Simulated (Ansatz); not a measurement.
Checking a run of Ansatz (a first-principles code) on KAl3 (I4/mmm, 4 atoms in the cell). The aim is a self-consistent single point with DFT, PBE, plane waves, default PAW files.

Cell that was meant: a = 6.0544 Å, b = 6.0544 Å, c = 6.0544 Å, α = 135.46°, β = 135.46°, γ = 64.82°.

Part of the input:

```yaml
crystal:
  lattice:
    - [-4.336260, 4.336260, 9.658778]
    - [4.336260, -4.336260, 9.658778]
    - [4.336260, 4.336260, -9.658778]
  atoms:
    - { symbol: Al, position: [0.500000, 0.500000, 0.000000] }
    - { symbol: Al, position: [0.750000, 0.250000, 0.500000] }
```

Log, with long lists cut:

```
WARN basis.ecutwfc = 420 eV, the default
WARN ansatz: RAYON_NUM_THREADS=1 ignored (pool sized by the plan → 1); use --threads N
   [... lines left out ...]
Symmetry: 16 space group operations
Space group: I4/mmm (ITA 139), of the structure as read, at distance tolerance 9.0e-5 Å
k-points: 196 of 2197
Initial density: superposition of atomic densities (neutral atoms: chi_scale 0, normalization atom), corrected by the library's trained network
Initial wavefunctions: pseudopotential atomic-orbital guess
Eigensolver: davidson
Functional: x = pbe(κ = 0.804, μ = 0.2195149727645171), c = pbe(β = 0.06672455060314922)
SCF iter   1: F=—  HF=-3140.118887 eV  |F-HF|=—  |Δ(HF+E_count)|=         —  Δρ=1.69e-3  dr2=2.09e-1  ethr=1.77e-3  ⟨swp⟩=4.1  Hψ=12456  notcnv=0
all-band conjugate gradients solve this SCF's bands
preconditioner: auto → LDOS
SCF iter   2: F=—  HF=-3140.088088 eV  |F-HF|=—  |Δ(HF+E_count)|=   3.08e-2  Δρ=8.51e-4  dr2=2.24e-2  ethr=1.16e-3  ⟨swp⟩=2.0  Hψ=4468  notcnv=0
   [... lines left out ...]
SCF iter   6: F=—  HF=-3140.105533 eV  |F-HF|=—  |Δ(HF+E_count)|=   1.45e-4  Δρ=1.57e-5  dr2=1.19e-5  ethr=3.24e-7  ⟨swp⟩=3.1  Hψ=5082  notcnv=0
SCF iter   7: F=—  HF=-3140.105539 eV  |F-HF|=—  |Δ(HF+E_count)|=   5.71e-6  Δρ=3.55e-6  dr2=2.87e-7  ethr=6.59e-8  ⟨swp⟩=2.0  Hψ=3808  notcnv=0
SCF iter   8: F=-3140.105540 eV  HF=-3140.105540 eV  |F-HF|=3.96e-9  |Δ(HF+E_count)|=   8.05e-7  Δρ=1.25e-6  dr2=7.22e-8  ethr=5.56e-10  ⟨swp⟩=9.1  Hψ=14749  notcnv=0
SCF 1 converged in 8 iterations: F = -3140.105540 eV  dr2 = 7.22e-8
Free energy (F): -3140.105540 eV
Internal energy: -3140.010133 eV  (E = F + TS)
E sigma→0 (E₀):  -3140.057836 eV
Entropy (-TS):   -0.095406 eV (-23.852 meV/atom)
Fermi energy:    -1.498389 eV
--- Forces (eV/Å), atoms counted from 1 ---
  atom   1  Al     0.00000000    -0.00000000     0.00000000
   [... zero for the other atoms too ...]
--- Stress (GPa, compression-positive) ---
       -0.621959       0.000000       0.000000
        0.000000      -0.621959      -0.000000
        0.000000      -0.000000      -0.575897
  P = ⅓ Tr σ = -0.6066 GPa (-6.066 kbar)
  The stress holds the Pulay correction. Without it, at fixed plane waves, as pw.x and ABINIT print it: P = -0.6084 GPa
```

**Question.** Can these results be used? Check the input.

**Answer.** The run is not sound. The fault is this: lattice typed in bohr, read as angstrom. 1 bohr is 0.529 Å, so a mix-up scales every length by 1.89 or 0.529 and the volume by 6.75 or 0.148. To fix it, give the lengths in the unit that the key or card expects. The run converged in 8 iterations without an error; against the sound input the free energy goes up by 1.98 eV/atom and the pressure goes from -2.77 to -0.61 GPa.

An input that runs soundly differs in these lines (not the only fix; some lines may just follow from the change or write a value another way):
```diff
-    - [-4.336260, 4.336260, 9.658778]
-    - [4.336260, -4.336260, 9.658778]
-    - [4.336260, 4.336260, -9.658778]
+    - [-2.294650, 2.294650, 5.111205]
+    - [2.294650, -2.294650, 5.111205]
+    - [2.294650, 2.294650, -5.111205]
```

With that input, the run converged in 6 iterations: free energy E − TS (on the zero of these files) -3148.0378 eV; Fermi level (on the code's own zero) 4.44 eV; pressure -2.77 GPa (DFT, PBE, plane waves, default PAW files).

On the sound input: the starting cell was generated: these elements placed on a structure prototype, without a prior relaxation; it need not be a known phase or ordering of this composition. Its lattice was rescaled by a random factor within 2.5 % of one. Ansatz's pressure includes its estimate of the finite-basis (Pulay) stress.

Keys are those of Ansatz 0.2.
